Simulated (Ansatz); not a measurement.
The cell is built on a prototype and need not be the phase stable at ambient conditions.

By r2SCAN, the system below comes out a metal.

A figure of merit of an interconnect metal is its ballistic conductance per area.

```
CELL_PARAMETERS angstrom
      3.23178     0.00000     0.00000
     -1.61589     2.79880     0.00000
      1.61589     0.93293     0.65968
ATOMIC_POSITIONS crystal
  B  0.00000 0.00000 0.00000
```

Space group of this cell: Im-3m, bcc (W type). The cell was relaxed by PBE-D3(BJ); by r2SCAN its mean pressure is 2.9 GPa.

The current flows along the normal of the first two printed cell vectors. No spin-orbit coupling; the value is a mean over 0.1 eV about the Fermi level.

Task: Estimate the ballistic conductance per area that r2SCAN in Ansatz (a program for electronic structure) returns for this system.

Result: 2.2 × 10¹⁵ S/m² for both spins.
